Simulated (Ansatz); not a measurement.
## TiC: response to strain

Consider TiC in the rock salt structure (space group Fm-3m, No. 225; a = 4.293 Å; relaxed with 0.1 eV smearing). Axes: x, y, z lie along the cube axes.

Strains are applied to the cell and any free atomic positions relax; under biaxial strain the out-of-plane vector relaxes too.

The values are results of PBEsol/PAW in Ansatz (a first-principles code), no spin-orbit coupling, not measurements.

Notes on the quantities. in-plane stress: mean in-plane stress (compression positive); energy relative to the base: free energy F.

```json
[
 {"change": "base", "in-plane stress": "–", "energy relative to the base": "0 meV/atom", "ratio −ε⊥/ε∥": "–"},
 {"change": "biaxial strain −2.00 %, plane normal [001], relaxed out of plane", "in-plane stress": "+14.0 GPa", "energy relative to the base": "+17 meV/atom", "ratio −ε⊥/ε∥": "0.46"},
 {"change": "biaxial strain −1.50 %, plane normal [001], relaxed out of plane", "in-plane stress": "+10.2 GPa", "energy relative to the base": "+9.1 meV/atom", "ratio −ε⊥/ε∥": "0.46"},
 {"change": "biaxial strain −1.00 %, plane normal [001], relaxed out of plane", "in-plane stress": "+6.6 GPa", "energy relative to the base": "+4.0 meV/atom", "ratio −ε⊥/ε∥": "0.46"},
 {"change": "biaxial strain −0.50 %, plane normal [001], relaxed out of plane", "in-plane stress": "(withheld)", "energy relative to the base": "+1.0 meV/atom", "ratio −ε⊥/ε∥": "–"},
 {"change": "biaxial strain +0.50 %, plane normal [001], relaxed out of plane", "in-plane stress": "-3.0 GPa", "energy relative to the base": "+0.9 meV/atom", "ratio −ε⊥/ε∥": "–"},
 {"change": "biaxial strain +1.50 %, plane normal [001], relaxed out of plane", "in-plane stress": "-8.6 GPa", "energy relative to the base": "+8.2 meV/atom", "ratio −ε⊥/ε∥": "0.43"},
 {"change": "biaxial strain +2.00 %, plane normal [001], relaxed out of plane", "in-plane stress": "-11.1 GPa", "energy relative to the base": "+14 meV/atom", "ratio −ε⊥/ε∥": "0.42"},
 {"change": "biaxial strain +2.50 %, plane normal [001], relaxed out of plane", "in-plane stress": "-13.5 GPa", "energy relative to the base": "+22 meV/atom", "ratio −ε⊥/ε∥": "0.42"},
 {"change": "biaxial strain +3.00 %, plane normal [001], relaxed out of plane", "in-plane stress": "-15.8 GPa", "energy relative to the base": "+31 meV/atom", "ratio −ε⊥/ε∥": "(withheld)"}
]
```

Q: Fill in the withheld entries from the trend.

A: 
- biaxial strain −0.50 %, plane normal [001], relaxed out of plane, in-plane stress: +3.2 GPa
- biaxial strain +3.00 %, plane normal [001], relaxed out of plane, ratio −ε⊥/ε∥: 0.41

Whether these cells are dynamically stable was not tested. The final runs are not spin-polarised.
